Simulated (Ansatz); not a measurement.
The parent structure is KCl in the rock salt structure (space group Fm-3m, No. 225; a = 6.2923 Å).

The values are results of plane-wave PAW DFT at the r2SCAN level (Ansatz, a first-principles code, 500 eV), scalar-relativistic without spin-orbit coupling, not measurements.

Base values:

* **Shortest interatomic distance**: 3.146 Å
* **Density**: 1.99 g/cm³
* **Electron mass**: 0.45 mₑ (at Γ)

Modification: a hydrostatic pressure of 0.7 GPa.

Q: What happens to the mean gap deformation potential ΔEg/Δln V, shortest interatomic distance, density and electron mass?

A: The mean gap deformation potential ΔEg/Δln V amounts to -3.6 eV; the shortest interatomic distance decreases by 0.035 Å (3.146 Å → 3.111 Å); the density increases by 0.07 g/cm³ (1.99 g/cm³ → 2.06 g/cm³); the electron mass changes from 0.45 mₑ (at Γ) to 0.44 mₑ (at Γ).

Load acts through the strain it causes; cell and atoms are relaxed under it. Effective masses come from finite differences of ±0.01 Å⁻¹. Stability against distortions was not tested.
